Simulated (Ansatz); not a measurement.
The parent structure is ZnS in the wurtzite structure (space group P6_3mc, No. 186; a = 3.845 Å, c = 6.306 Å).

Calculations: PBE (Ansatz, a program for electronic structure, PAW, without spin-orbit coupling), earlier PAW set.

Before the change:

```
Property                             Result
---------------------  --------------------
Valence-band top at Γ  0.00, 0.00, -0.07 eV
Pressure                           0.00 GPa
```

Now apply this change: every lattice vector is stretched by 2.93 %, atoms relaxed at fixed cell.

Question: What happens to the valence-band top at Γ?

Answer: The valence-band top at Γ (three highest levels, from the VBM) goes from 0.00, 0.00, -0.07 eV to 0.00, 0.00, -0.06 eV.

Question: Predict the new pressure.

Answer: The pressure (mean of the normal stresses, compression positive) goes from zero to -4.94 GPa.

The levels and masses belong to the bands next to the band gap. The cells carry an imposed strain or load. No phonon test of stability was made.
